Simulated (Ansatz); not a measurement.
The parent structure is BN in the zinc blende structure (space group F-43m, No. 216; a = 3.606 Å).

Level of theory: PBEsol in Ansatz (plane waves to 420 eV, PAW, without spin-orbit coupling).

Before the change:

* **Hole mass**: 0.52 mₑ (at Γ)
* **Electron mass**: 0.89 mₑ along k, 0.29 mₑ across (at X)
* **Band gap**: 4.30 eV
* **Width of the top valence band**: 6.64 eV

Modification: an isotropic linear strain of −1.50 %, atoms relaxed at fixed cell.

### Question
How does this affect the hole mass, electron mass, band gap and width of the top valence band?

### Answer
The hole mass (degenerate bands, along [100]) goes from 0.52 mₑ (at Γ) to 0.51, 0.51, 0.53 mₑ (at Γ); the electron mass changes from 0.89 mₑ along k, 0.29 mₑ across (at X) to 0.87 mₑ along k, 0.29 mₑ across (at X); the band gap rises by 0.04 eV to 4.34 eV; the width of the top valence band rises by 0.33 eV to 6.97 eV.

Masses are band curvatures over ±0.01 Å⁻¹ around the edge. Along k means along the line from Γ to the band edge. Whether these cells are dynamically stable was not tested.

Ansatz is a first-principles code.
